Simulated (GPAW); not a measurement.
Band structure of SnO (P4/nmm, 4 atoms in the cell).

```
SnO
1.0
    3.81370     0.00000     0.00000
    0.00000     3.81370     0.00000
    0.00000     0.00000     4.88691
Sn O
2 2
Direct
  0.00000   0.50000   0.23537
  0.50000   0.00000   0.76463
  0.50000   0.50000   0.00000
  0.00000   0.00000   0.00000
```

Level of theory: PBE, GPAW PAW datasets PBE (gpaw-data 1.0.1) (plane waves; GPAW 25.7.0).

Settings: mode = pw; ecut = 950 eV; xc = PBE; kpts = 5 5 4; mesh shift (steps) = 0 0 0; occupations.name = fermi-dirac; occupations.width = 0.01 eV; nbands = -6; convergence.density = 1e-05 e/electron; convergence.energy = 1e-05 eV/electron; convergence.bands = -4; symmetry.symmorphic = false; symmetry.tolerance = 0.0005; maxiter = 150.

The starting cell comes from a database of computed structures (which also holds hypothetical and non-ambient phases and stackings), without a prior relaxation at this level.

Predict the gap along the standard path and the places of the band edges.

The gap along the path is 0.15 eV, from a point between M and Γ to M; the smallest direct gap on it is 2.03 eV.

Levels in eV from the top of the valence band on the SCF mesh, bands 17 to 24:
| point | 17 | 18 | 19 | 20 | 21 | 22 | 23 | 24 |
|---|---|---|---|---|---|---|---|---|
| Γ | -3.49 | -3.21 | -3.21 | 0.00 | 2.04 | 4.25 | 4.73 | 4.73 |
| X | -4.87 | -4.87 | -2.67 | -2.67 | 3.14 | 3.14 | 5.90 | 5.90 |
| M | -2.54 | -2.54 | -1.88 | -1.88 | 0.15 | 0.15 | 4.47 | 4.47 |
| Z | -3.22 | -3.22 | -3.18 | -2.22 | 1.67 | 3.02 | 3.02 | 3.69 |
| R | -4.83 | -4.83 | -1.74 | -1.74 | 2.53 | 2.53 | 5.45 | 5.45 |
| A | -2.62 | -2.62 | -2.55 | -2.55 | 2.37 | 2.37 | 3.95 | 3.95 |
